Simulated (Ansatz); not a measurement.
Input:

End structure of a constructed model of the (111)B surface of zinc-blende AlAs, As-terminated, 2x2 In adatom at T4 (bottom of the slab: 3 H on 4 bottom sites):

```yaml
crystal:
  lattice:
    - [8.10148, 0.00000, 0.00000]
    - [-4.05074, 7.01609, 0.00000]
    - [0.00000, 0.00000, 30.50000]
  atoms:
    - { symbol: Al, position: [0.32872, 0.17128, 0.31538] }
    - { symbol: Al, position: [0.84233, 0.17137, 0.31538] }
    - { symbol: Al, position: [0.32863, 0.65767, 0.31538] }
    - { symbol: Al, position: [0.83286, 0.66714, 0.33665] }
    - { symbol: As, position: [0.16666, 0.33334, 0.34656] }
    - { symbol: As, position: [0.66179, 0.32412, 0.34523] }
    - { symbol: As, position: [0.17588, 0.83821, 0.34523] }
    - { symbol: As, position: [0.66162, 0.83838, 0.34500] }
    - { symbol: Al, position: [0.16667, 0.33333, 0.42693] }
    - { symbol: Al, position: [0.66667, 0.33333, 0.42693] }
    - { symbol: Al, position: [0.16667, 0.83333, 0.42693] }
    - { symbol: Al, position: [0.66667, 0.83333, 0.42693] }
    - { symbol: As, position: [0.00000, 0.00000, 0.45404] }
    - { symbol: As, position: [0.50000, 0.00000, 0.45404] }
    - { symbol: As, position: [0.00000, 0.50000, 0.45404] }
    - { symbol: As, position: [0.50000, 0.50000, 0.45404] }
    - { symbol: Al, position: [0.98851, 0.99394, 0.53528] }
    - { symbol: Al, position: [0.50555, 0.99445, 0.53537] }
    - { symbol: Al, position: [0.99979, 0.50021, 0.53657] }
    - { symbol: Al, position: [0.50606, 0.51149, 0.53528] }
    - { symbol: As, position: [0.33322, 0.16678, 0.55176] }
    - { symbol: As, position: [0.83389, 0.16763, 0.56534] }
    - { symbol: As, position: [0.33237, 0.66611, 0.56534] }
    - { symbol: As, position: [0.83379, 0.66621, 0.56554] }
    - { symbol: Al, position: [0.33320, 0.16680, 0.63015] }
    - { symbol: Al, position: [0.82107, 0.14244, 0.64879] }
    - { symbol: Al, position: [0.35756, 0.67893, 0.64879] }
    - { symbol: Al, position: [0.82102, 0.67898, 0.64893] }
    - { symbol: As, position: [0.17249, 0.32751, 0.66740] }
    - { symbol: As, position: [0.65466, 0.32751, 0.66739] }
    - { symbol: As, position: [0.17249, 0.84534, 0.66739] }
    - { symbol: As, position: [0.66645, 0.83355, 0.68566] }
    - { symbol: H, position: [0.33177, 0.16823, 0.26325] }
    - { symbol: H, position: [0.83714, 0.17017, 0.26324] }
    - { symbol: H, position: [0.32983, 0.66286, 0.26324] }
    - { symbol: In, position: [0.33331, 0.16669, 0.72192] }
```

Slab: 36 atoms, 14.2 Å thick at the start with caps and adatoms; k 3x3x1, smearing 0.025 eV, dipole-corrected; 8 atoms held, the rest relaxed; symmetry of the start imposed; no spin, no spin-orbit, no U. It is one candidate, not shown to be the stable structure of the face.

What is the computed gap of the slab on its k-mesh (PBE run with Ansatz, an electronic-structure program)?

0.41 eV

Predict the highest filled level below the top vacuum level from PBE.

4.70 eV
